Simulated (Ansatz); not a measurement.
The starting structures come from a database of crystals and need not be the phases stable at ambient conditions.

By PBEsol, the system below comes out a metal.

The ballistic (Sharvin) conductance counts the channels at the Fermi level: G/A = (e²/h) × channels of both spins per area.

Consider the following.

```
CELL_PARAMETERS angstrom
      4.78949     0.00000     0.00000
      2.39474     6.62347     0.00000
      2.39474     0.00000     2.39474
ATOMIC_POSITIONS crystal
  Bi 0.63232 0.73536 0.00000
  Bi 0.36768 0.26464 0.00000
  Pd 0.00000 0.00000 0.00000
```

The cell is taken as given; by PBEsol it stands under a pressure of -2.3 GPa.

The current flows along the normal of the first two printed cell vectors, the (110) plane of the conventional cell. No spin-orbit coupling; the value is a mean over 0.1 eV about the Fermi level.

**Question.** State the ballistic conductance per area according to PBEsol (Ansatz, a quantum-chemistry and plane-wave program).

**Answer.** 0.64 × 10¹⁵ S/m² for both spins.
